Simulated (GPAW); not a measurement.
A self-consistent single point of LiBe (P2_1/m, 4 atoms in the cell) with GPAW.

Level of theory: PBEsol, GPAW PAW datasets PBEsol (made by gpaw-setup) (plane waves; GPAW 25.7.0).

The change in words: lattice scaled by 0.98. Reference geometry:
```yaml
crystal:
  lattice:
    - [2.29599, 0.00000, 0.00000]
    - [0.00000, 3.61277, 0.00000]
    - [-0.40174, 0.00000, 5.51352]
  atoms:
    - { symbol: Li, position: [0.73685, 0.25000, 0.15486] }
    - { symbol: Li, position: [0.26315, 0.75000, 0.84514] }
    - { symbol: Be, position: [0.75642, 0.25000, 0.57617] }
    - { symbol: Be, position: [0.24358, 0.75000, 0.42383] }
```

Reference input (self-consistent single point, DFT PBEsol, plane waves, GPAW PAW datasets PBEsol (made by gpaw-setup)): mode = pw; ecut = 850 eV; xc = PBEsol; kpts = 11 7 5; mesh shift (steps) = 0 0 0; occupations.name = methfessel-paxton; occupations.width = 0.272 eV; occupations.order = 0; nbands = -10; convergence.forces = 0.001 eV/Å; symmetry.symmorphic = false; symmetry.tolerance = 0.0005. This run's input differs from it in these lines:

```diff
@@ -5,5 +5,5 @@
 atoms = Atoms(['Li', 'Li', 'Be', 'Be'],
-              cell=[[2.295990, 0.000000, 0.000000],
-                    [0.000000, 3.612770, 0.000000],
-                    [-0.401744, 0.000000, 5.513523]],
+              cell=[[2.250070, 0.000000, 0.000000],
+                    [0.000000, 3.540515, 0.000000],
+                    [-0.393709, 0.000000, 5.403253]],
               scaled_positions=[[0.736850, 0.250000, 0.154860],
```

Log, with long lists cut:

```
     iter     time        total  log10-change:
                         energy   eigst   dens  force
iter:   1 --:--:--   -11.237565
iter:   2 --:--:--   -11.201124   -1.36  -1.00
iter:   3 --:--:--   -11.145174   -2.09  -1.06
iter:   4 --:--:--   -11.153222   -3.01  -1.35
iter:   5 --:--:--   -11.187354   -2.27  -1.42
iter:   6 --:--:--   -11.187626   -3.60  -2.32
iter:   7 --:--:--   -11.187718c  -4.43  -2.36
iter:   8 --:--:--   -11.187722c  -6.30  -3.19
iter:   9 --:--:--   -11.187726c  -6.72  -3.38
iter:  10 --:--:--   -11.187726c  -6.87  -3.39
iter:  11 --:--:--   -11.187724c  -7.18  -3.58
iter:  12 --:--:--   -11.187724c  -8.69c -4.44c
iter:  13 --:--:--   -11.187723c  -9.29c -4.48c -3.19c
Converged after 13 iterations.

Dipole moment: (-0.000000, 0.000000, -0.000000) |e|*Ang

Energy contributions relative to reference atoms: (reference = -1193.124819)

Kinetic:        +14.068440
Potential:       -8.543935
External:        +0.000000
XC:             -16.699115
Entropy (-ST):   -0.036607
Local:           +0.005189
SIC:             +0.000000
--------------------------
Free energy:    -11.206027
Extrapolated:   -11.187723

Showing only first 2 kpts
 Kpt  Band  Eigenvalues  Occupancy
  0     1      0.22912    2.00000
  0     2      1.16445    2.00000
  0     3      2.58300    1.99991
  0     4      8.01674    0.00000

  1     1     -0.44180    2.00000
  1     2      2.22120    2.00000
  1     3      2.65285    1.99962
  1     4      7.67233    0.00000

Fermi level: 3.33593

No gap
No difference between direct/indirect transitions
Energy (eV): -11.187723

Forces in eV/Ang:
  0 Li    0.00151    0.00000   -0.06192
  1 Li   -0.00151   -0.00000    0.06192
  2 Be    0.00209    0.00000    0.10405
  3 Be   -0.00209   -0.00000   -0.10405

Stress tensor:
    -0.016740     0.000000    -0.002031
     0.000000    -0.021053     0.000000
    -0.002031     0.000000    -0.016815
Stress (GPa, Voigt): [-2.682  -3.373  -2.694   0.     -0.3254  0.    ]
```

The run converged in 13 iterations. GPAW prints stress with tension positive. Against the reference run the free energy rises by 4.8 meV/atom, the pressure goes from -0.47 to 2.92 GPa and the largest force goes from 0.014 to 0.104 eV/Å.

The starting cell comes from a database of computed structures (which also holds hypothetical and non-ambient phases and stackings), without a prior relaxation at this level. For this run, on top of that: lattice scaled by 0.98.

Cost on one core of a shared machine: roughly 30 s.
